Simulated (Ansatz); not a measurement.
The (100) surface of 3C silicon carbide, from a spin-polarised start, Si-terminated, ideal bulk-terminated 1x1 (bottom of the slab: dihydride, held)

These are PBE (plane waves to 420 eV, PAW; Ansatz, a first-principles code) values and carry that method's errors.

Set-up: 10 atoms, 8.4 Å thick at the start with caps and adatoms (thin: gaps and levels are the slab's own); mesh 9x9x1; 0.025 eV smearing; dipole correction on; 4 atoms held, the rest relaxed; start symmetry kept, larger cells not searched; spin-polarised, no spin-orbit, no U. The starting moment vanished. In PBE it is, or lies within 0.01 eV a 1x1 cell of, the lowest of the 3 structures of its composition computed so far; subsurface sites and larger cells were not tried.

```
Property                                       Result
-----------------------------  ----------------------
energy released by relaxation                0.004 eV
magnetic moment of the cell                   0.00 μB
cost                           roughly 3 core-minutes
```
